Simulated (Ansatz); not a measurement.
System: pyrite PtAs₂. Method: PBE (PAW; Ansatz, a program for electronic structure).

Numerical settings: plane-wave cutoff 520 eV, 6×6×6 k mesh, Fermi–Dirac smearing 0.01 eV, scalar-relativistic PAW data made under PBE.

Computed at the level's own relaxed cell.

Estimate the lattice parameter a, band gap, smallest direct gap on the k points sampled and Γ–Γ gap that the calculation returns.


- lattice parameter a = 6.058 Å
- band gap = 0.06 eV
- smallest direct gap on the k points sampled = 0.79 eV
- Γ–Γ gap = 1.51 eV

Measured, for comparison: lattice constant a 5.967 Å (temperature not stated, not corrected to a static lattice; as tabulated in Wikipedia's data pages). Computed (rounded) less measured: lattice constant a +1.5 %.

Spin–orbit coupling is not included; it can close the smallest gap of 0.06 eV.

The computed numbers hold no vibrational or temperature effects.

The result took roughly 6 core-minutes.
